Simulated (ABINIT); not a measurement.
Input and output of a self-consistent single point for GaN (F-43m, 2 atoms in the cell) (ABINIT)

Computed with PBE, PAW (JTH v2.0 PBE PAW) (plane waves; ABINIT).

Input:

```
# GaN, JTH v2.0 PBE PAW
pp_dirpath "./"
pseudos "Ga.GGA_PBE-JTH.xml, N.GGA_PBE-JTH.xml"
acell 3*1.0
rprim
         0.0000000000    4.2494271364    4.2494271364
         4.2494271364    0.0000000000    4.2494271364
         4.2494271364    4.2494271364    0.0000000000
natom 2
ntypat 2
znucl 31 7
typat 1 2
xcart
         0.0000000000    0.0000000000    0.0000000000
         1.1243500000    1.1243500000    1.1243500000
      Angstrom
ecut 26
pawecutdg 52
ixc 11
occopt 3
tsmear 0.00073499
nband 14
kptopt 1
ngkpt 7 7 7
nshiftk 1
shiftk 0 0 0
nstep 100
toldfe 1.0e-09
prtwf 0
prtden 0
```

The program printed (abridged):

```
 Symmetries : space group F-4 3 m (#216); Bravais cF (face-center cubic)

 -outvars: echo values of preprocessed input variables --------
            acell      1.0000000000E+00  1.0000000000E+00  1.0000000000E+00 Bohr
             ecut      2.60000000E+01 Hartree
              ixc          11
         kptrlatt        7    0    0      0    7    0      0    0    7
          kptrlen      4.20671824E+01
            natom           2
            nband          14
            ngfft          30      30      30
          ngfftdg          40      40      40
             nkpt          20
            nstep         100
             nsym          24
           ntypat           2
           occopt           3
        pawecutdg      5.20000000E+01 Hartree
            rprim      0.0000000000E+00  4.2494271364E+00  4.2494271364E+00
                       4.2494271364E+00  0.0000000000E+00  4.2494271364E+00
                       4.2494271364E+00  4.2494271364E+00  0.0000000000E+00
          spgroup         216
           toldfe      1.00000000E-09 Hartree
           tsmear      7.34990000E-04 Hartree
            typat      1  2
           useylm           1
             xred      0.0000000000E+00  0.0000000000E+00  0.0000000000E+00
                       2.5000000000E-01  2.5000000000E-01  2.5000000000E-01
            znucl       31.00000    7.00000

== DATASET  1 ==================================================================

 Exchange-correlation functional for the present dataset will be:
  GGA: Perdew-Burke-Ernzerhof functional - ixc=11
 Citation for XC functional:
  J.P.Perdew, K.Burke, M.Ernzerhof, PRL 77, 3865 (1996)

 Real(R)+Recip(G) space primitive vectors, cartesian coordinates (Bohr,Bohr^-1):
 R(1)=  0.0000000  4.2494271  4.2494271  G(1)= -0.1176629  0.1176629  0.1176629
 R(2)=  4.2494271  0.0000000  4.2494271  G(2)=  0.1176629 -0.1176629  0.1176629
 R(3)=  4.2494271  4.2494271  0.0000000  G(3)=  0.1176629  0.1176629 -0.1176629
 Unit cell volume ucvol=  1.5346917E+02 bohr^3
 Angles (23,13,12)=  6.00000000E+01  6.00000000E+01  6.00000000E+01 degrees

 Coarse grid specifications (used for wave-functions):

 getcut: wavevector=  0.0000  0.0000  0.0000  ngfft=  30  30  30
         ecut(hartree)=     26.000   => boxcut(ratio)=   2.17724

 Fine grid specifications (used for densities):

 getcut: wavevector=  0.0000  0.0000  0.0000  ngfft=  40  40  40
         ecut(hartree)=     52.000   => boxcut(ratio)=   2.05044

   4.80804022E+02                                ecore*ucvol(ha*bohr**3)

_setup2: Arith. and geom. avg. npw (full set) are     971.723     971.697

--- !BeginCycle
solver: {iscf: 17, nstep: 100, nline: 4, wfoptalg: 10, }
tolerances: {toldfe: 1.00E-09, }
...

     iter   Etot(hartree)      deltaE(h)  residm     nres2
 ETOT  1  -88.833310132922    -8.883E+01 9.741E-01 2.869E+01
 ETOT  2  -89.143340439418    -3.100E-01 2.011E-02 6.312E+00
 ETOT  3  -89.137815456962     5.525E-03 3.612E-03 5.564E-01
 ETOT  4  -89.138298018176    -4.826E-04 5.978E-04 3.843E-02
 ETOT  5  -89.138290724238     7.294E-06 2.533E-04 5.000E-03
 ETOT  6  -89.138333732129    -4.301E-05 8.716E-06 7.944E-04
 ETOT  7  -89.138339046606    -5.314E-06 8.743E-06 3.093E-04
 ETOT  8  -89.138338855620     1.910E-07 9.341E-06 2.392E-05
 ETOT  9  -89.138338857469    -1.849E-09 8.518E-06 2.324E-06
 ETOT 10  -89.138338852861     4.607E-09 5.799E-06 7.354E-08
 ETOT 11  -89.138338851896     9.654E-10 6.137E-06 8.122E-09
 ETOT 12  -89.138338851602     2.943E-10 4.050E-06 1.920E-09

 At SCF step   12, etot is converged :
  for the second time, diff in etot=  2.943E-10 < toldfe=  1.000E-09

 Cartesian components of stress tensor (hartree/bohr^3)
  sigma(1 1)= -2.33379724E-04  sigma(3 2)=  0.00000000E+00
  sigma(2 2)= -2.33379724E-04  sigma(3 1)=  0.00000000E+00
  sigma(3 3)= -2.33379724E-04  sigma(2 1)=  0.00000000E+00

 ----iterations are completed or convergence reached----

 reduced coordinates (array xred) for    2 atoms
       0.000000000000      0.000000000000      0.000000000000
       0.250000000000      0.250000000000      0.250000000000
 cartesian forces (eV/Angstrom) at end:
    1      0.00000000000000     0.00000000000000    -0.00000000000000
    2     -0.00000000000000    -0.00000000000000     0.00000000000000
 frms,max,avg= 7.8446555E-28 1.2218827E-27   0.000E+00  0.000E+00  0.000E+00 e/A
 length scales=  1.000000000000  1.000000000000  1.000000000000 bohr
              =  0.529177208590  0.529177208590  0.529177208590 angstroms
 Fermi (or HOMO) energy (hartree) =   0.24519   Average Vxc (hartree)=  -0.39600
 Eigenvalues (hartree) for nkpt=  20  k points:
 kpt#   1, nband= 14, wtk=  0.00292, kpt=  0.0000  0.0000  0.0000 (reduced coord)
  -0.37354   -0.28032   -0.28032   -0.28032   -0.26855   -0.26855    0.21437    0.21437
   0.21437    0.27868    0.59405    0.59405    0.59405    0.86392
      occupation numbers for kpt#   1
   2.00000    2.00000    2.00000    2.00000    2.00000    2.00000    2.00000    2.00000
   2.00000    0.00000    0.00000    0.00000    0.00000    0.00000
 prteigrs : prtvol=0 or 1, do not print more k-points.

--- !EnergyTerms
comment             : Components of total free energy in Hartree
kinetic             :  1.09078497994271E+01
hartree             :  2.33363148936964E+01
xc                  : -4.34177922837979E+00
Ewald energy        : -5.84616988705194E+01
psp_core            :  3.13290290815725E+00
local_psp           : -6.48062842469416E+01
spherical_terms     :  1.09436843773177E+00
internal            : -8.91383263068283E+01
'-kT*entropy'       :  5.64479497511144E-16
total_energy        : -8.91383263068283E+01
total_energy_eV     : -2.42557721377304E+03
...

-Cartesian components of stress tensor (GPa)         [Pressure=  6.8663E+00 GPa]
- sigma(1 1)= -6.86626737E+00  sigma(3 2)=  0.00000000E+00
- sigma(2 2)= -6.86626737E+00  sigma(3 1)=  0.00000000E+00
- sigma(3 3)= -6.86626737E+00  sigma(2 1)=  0.00000000E+00

 Calculation completed.
```

The run converged in 12 iterations.

The starting cell has typed, rounded lattice constants, without a prior relaxation at this level. Its lattice was rescaled by up to half a per cent. With a pressure of about 7 GPa the cell is away from its equilibrium volume at this level.

These are the values that this program gave, and no reference: the one-centre exchange-correlation terms come from a truncated expansion.
